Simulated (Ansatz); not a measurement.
The reference is Mo in the bcc (W type) structure (space group Im-3m, No. 229; relaxed with 0.1 eV smearing).

```xyz
1
Lattice="-1.5755 1.5755 1.5755 1.5755 -1.5755 1.5755 1.5755 1.5755 -1.5755" Properties=species:S:1:pos:R:3 pbc="T T T"
Mo     0.0000     0.0000     0.0000
```

Cartesian axes are those of the cell as printed.

Computed with Kohn–Sham DFT with the r2SCAN functional, run in Ansatz (a first-principles code) with PAW and 500 eV plane waves, scalar-relativistic without spin-orbit coupling.

The change: compressive biaxial strain of 1.25 % in the plane normal to [111], as in epitaxy on a mismatched substrate; the out-of-plane cell vector and the atoms relax.

Question: What happens to the ratio −ε⊥/ε∥?

Answer: The ratio −ε⊥/ε∥ amounts to 1.03.

Stability against distortions was not tested. All final runs are without spin polarisation.
